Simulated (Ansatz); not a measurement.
The parent structure is ZrB$_{2}$ (space group P6/mmm, No. 191; a = 3.1552 Å, c = 3.5062 Å; relaxed with 0.1 eV smearing). Axes: x lies along a and z along c of the hexagonal cell.

Calculations: PBEsol in Ansatz (plane waves to 420 eV, PAW, no spin-orbit coupling).

For the base:

| Quantity | Value |
|---|---|
| Pressure | 0.0 GPa |

Modification: uniaxial strain ε_zz = −1.50 %, all other strain components held at zero; the atoms relax in the strained cell.

### Question
Predict the new pressure.

### Answer
The pressure (mean of the normal stresses, compression positive) goes from zero to 3.7 GPa.

### Question
Estimate the effect on the energy relative to the base.

### Answer
The energy increases by 3.3 meV/atom.

No phonon test of stability was made. The final runs are not spin-polarised.

Ansatz is a first-principles code.
